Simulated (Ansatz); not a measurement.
## InP, element substitutions

Consider InP in the zinc blende structure (space group F-43m, No. 216; a = 5.8788 Å).

Each row replaces one element on all its sites; cell and atoms are relaxed.

Levels (all Ansatz, a program for electronic structure, PAW, earlier PAW set): PBEsol (420 eV, scalar-relativistic without spin-orbit coupling); r2SCAN (500 eV, without spin-orbit coupling); PBEsol+SOC (420 eV, spin-orbit coupling included).

Band gaps by level, all at the geometries relaxed with PBEsol:

```tsv
case	PBEsol	r2SCAN	PBEsol+SOC
base	0.57 eV	1.11 eV	0.54 eV
In → Ga	1.45 eV	1.84 eV	1.43 eV
In → Ir	zero	zero	zero
```

Single points use the geometry relaxed with PBEsol. The spin-orbit shifts are approximate. No phonon test of stability was made. As relaxed here, IrP is a hypothetical phase, not in the database extracts checked. The runs without spin-orbit coupling are not spin-polarised.
